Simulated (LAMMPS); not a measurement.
MD from the crystal across the composition of CdTe (zinc blende) with a share x of Cd sites Hg; all at 300 K and zero pressure.

Model: classical MD, pair style sw, file CdTeZnSeHgS0.sw; code LAMMPS.

| x | volume | state | enthalpy | T (K) |
|---|---|---|---|---|
| 0.25 | 34.1114 ± 0.0003 Å³/atom | crystal; no diffusion seen in 30 ps | -1.9435 ± 0.0001 eV/atom | 300 |
| 0.5 | 34.0360 ± 0.0006 Å³/atom | crystal; no diffusion seen in 30 ps | -1.7874 ± 0.0001 eV/atom | 300 |
| 0.75 | 33.9554 ± 0.0002 Å³/atom | crystal; no diffusion seen in 30 ps | -1.6312 ± 0.0001 eV/atom | 300 |

Caution: the random arrangement on this lattice is imposed, and need not be a phase that exists in equilibrium.

States go by the mean squared displacement: a species diffuses where it passes 1.5 Å², still rises and gives D over 1e-6 cm²/s; a crystal has left its structure where atoms lie 0.35 Å off their sites on average or a cubic box changes its shape by 3 %, or the axial ratios of another lie 8 % off the starting cell's, which the potential's own relaxation can also do.

The ± values are statistical; the model's systematic error is not in them.
